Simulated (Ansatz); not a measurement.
Worked example: self-consistent single point of In (I4/mmm, 1 atom in the cell) in Ansatz (an electronic-structure program).

Method: PBE (plane waves, PAW; Ansatz).

The change in words: lattice scaled by 0.98; kpoints.mp_grid.grid: 14 14 14 → 34 34 34. Reference geometry:
```
In
1.0
   -1.62987     1.62987     2.48243
    1.62987    -1.62987     2.48243
    1.62987     1.62987    -2.48243
In
1
Cartesian
  0.00000   0.00000   0.00000
```

Reference input (self-consistent single point, DFT, PBE, plane waves, default PAW files): basis.ecutwfc = 420 eV; kpoints.mp_grid.grid = 14 14 14; hamiltonian.xc = pbe; hamiltonian.pseudopotentials = {kind: paw} (the program's default PAW files); scf.occupations.method = fermi_dirac; scf.occupations.width = 0.1 eV. This run's input differs from it in these lines:

Ansatz 0.2 input:
```diff
@@ -3,5 +3,5 @@
   lattice:
-    - [-1.629875, 1.629875, 2.482425]
-    - [1.629875, -1.629875, 2.482425]
-    - [1.629875, 1.629875, -2.482425]
+    - [-1.597278, 1.597278, 2.432776]
+    - [1.597278, -1.597278, 2.432776]
+    - [1.597278, 1.597278, -2.432776]
   atoms:
@@ -12,3 +12,3 @@
   mp_grid:
-    grid: [14, 14, 14]
+    grid: [34, 34, 34]
 hamiltonian:
```

Output (repeated stretches shortened):

```
SCF iter   1: F=—  HF=-5597.818049 eV  |F-HF|=—  |Δ(HF+E_count)|=         —  Δρ=8.50e-4  dr2=1.45e-4  ethr=1.77e-3  ⟨swp⟩=5.0  Hψ=184620  notcnv=0
all-band conjugate gradients solve this SCF's bands
preconditioner: auto → none
SCF iter   2: F=—  HF=-5597.817651 eV  |F-HF|=—  |Δ(HF+E_count)|=   3.98e-4  Δρ=5.01e-4  dr2=7.08e-5  ethr=1.12e-6  ⟨swp⟩=2.1  Hψ=68970  notcnv=0
SCF iter   3: F=—  HF=-5597.817680 eV  |F-HF|=—  |Δ(HF+E_count)|=   2.92e-5  Δρ=4.54e-4  dr2=3.39e-5  ethr=5.45e-7  ⟨swp⟩=2.0  Hψ=49180  notcnv=0
SCF iter   4: F=—  HF=-5597.817663 eV  |F-HF|=—  |Δ(HF+E_count)|=   1.71e-5  Δρ=1.37e-4  dr2=2.94e-6  ethr=2.61e-7  ⟨swp⟩=2.5  Hψ=50863  notcnv=0
SCF iter   5: F=—  HF=-5597.817662 eV  |F-HF|=—  |Δ(HF+E_count)|=   6.11e-7  Δρ=1.24e-4  dr2=2.29e-6  ethr=2.26e-8  ⟨swp⟩=2.0  Hψ=49201  notcnv=0
SCF iter   6: F=—  HF=-5597.817661 eV  |F-HF|=—  |Δ(HF+E_count)|=   1.01e-6  Δρ=6.25e-5  dr2=5.65e-7  ethr=1.76e-8  ⟨swp⟩=2.0  Hψ=45227  notcnv=0
SCF iter   7: F=-5597.817661 eV  HF=-5597.817661 eV  |F-HF|=4.12e-8  |Δ(HF+E_count)|=   3.25e-7  Δρ=1.52e-5  dr2=3.34e-8  ethr=7.69e-10  ⟨swp⟩=4.2  Hψ=119980  notcnv=0
SCF 1 converged in 7 iterations: F = -5597.817661 eV  dr2 = 3.34e-8
Free energy (F): -5597.817661 eV
Internal energy: -5597.803720 eV  (E = F + TS)
E sigma→0 (E₀):  -5597.810691 eV
Entropy (-TS):   -0.013941 eV (-13.941 meV/atom)
Fermi energy:    11.041328 eV
--- Forces (eV/Å), atoms counted from 1 ---
  atom   1  In     0.00000000     0.00000000     0.00000000
--- Stress (GPa, compression-positive) ---
        4.731512      -0.000000       0.000000
       -0.000000       4.731512       0.000000
        0.000000       0.000000       4.660486
  P = ⅓ Tr σ = 4.7078 GPa (47.078 kbar)
  The stress holds the Pulay correction. Without it, at fixed plane waves, as pw.x and ABINIT print it: P = 4.6604 GPa
```

The run converged in 7 iterations. Against the reference run the free energy goes up by 31.3 meV/atom and the pressure goes from 1.61 to 4.71 GPa.

The starting cell has typed, rounded lattice constants, without a prior relaxation at this level. Its lattice was rescaled by up to half a per cent. For this run, on top of that: lattice scaled by 0.98. With a pressure of about 5 GPa the cell is away from its equilibrium volume at this level. Ansatz's pressure includes its estimate of the finite-basis (Pulay) stress.

Cost on one core of a shared machine: roughly 40 s.
